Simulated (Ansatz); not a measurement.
A computed series for CuI: response to strain

The parent structure is CuI in the zinc blende structure (space group F-43m, No. 216; a = 5.8619 Å). Axes: x, y, z lie along the cube axes.

Strains are applied to the cell and any free atomic positions relax; under biaxial strain the out-of-plane vector relaxes too.

Calculations: LDA, PAW, 420 eV (Ansatz, an electronic-structure program; no spin-orbit coupling).

Notes on the quantities. energy relative to the base: free energy F; pressure: mean of the normal stresses, compression positive.

| variant | energy relative to the base | pressure | band gap |
|---|---|---|---|
| base | 0 meV/atom | 0.00 GPa | 1.22 eV |
| biaxial strain −1.67 %, plane normal [111], relaxed out of plane | +4.4 meV/atom | 1.12 GPa | 1.24 eV |
| biaxial strain −1.25 %, plane normal [111], relaxed out of plane | +2.4 meV/atom | [?] | 1.24 eV |
| biaxial strain −0.83 %, plane normal [111], relaxed out of plane | +1.1 meV/atom | 0.55 GPa | 1.24 eV |
| biaxial strain −0.42 %, plane normal [111], relaxed out of plane | +0.3 meV/atom | 0.28 GPa | 1.23 eV |
| biaxial strain +0.42 %, plane normal [111], relaxed out of plane | +0.3 meV/atom | -0.27 GPa | 1.20 eV |
| biaxial strain +0.83 %, plane normal [111], relaxed out of plane | +1.1 meV/atom | -0.54 GPa | 1.17 eV |
| biaxial strain +1.25 %, plane normal [111], relaxed out of plane | +2.4 meV/atom | -0.81 GPa | 1.15 eV |
| biaxial strain +1.67 %, plane normal [111], relaxed out of plane | +4.3 meV/atom | -1.07 GPa | 1.12 eV |
| biaxial strain +2.50 %, plane normal [111], relaxed out of plane | +9.4 meV/atom | -1.56 GPa | 1.08 eV |

Question: What belongs in the blanks?

Answer: 
- biaxial strain −1.25 %, plane normal [111], relaxed out of plane, pressure: 0.84 GPa

Spin-orbit coupling, missing from the scalar runs, can matter with I. Whether these cells are dynamically stable was not tested. All final runs are without spin polarisation.
